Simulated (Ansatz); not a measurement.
# Element substitutions in InP

Base system: InP in the zinc blende structure (space group F-43m, No. 216; a = 5.907 Å).

Each row replaces one element on all its sites; cell and atoms are relaxed.

Method: Kohn–Sham DFT with the r2SCAN functional, run in Ansatz (an electronic-structure program) with PAW and 500 eV plane waves, without spin-orbit coupling, earlier PAW set.

Candidates:
(a) In → Ir
(b) In → B
(c) P → Ga
(d) In → Cd

Base values:

The lattice parameter a comes out as 5.907 Å.

Order them by lattice parameter a, highest first.

(c) P → Ga (6.208 Å), (d) In → Cd (5.861 Å), (a) In → Ir (5.219 Å), (b) In → B (4.536 Å)

No phonon test of stability was made. As relaxed here, IrP, InGa and CdP are hypothetical phases, not in the database extracts checked. All final runs are without spin polarisation. An odd electron count without spin: CdP.
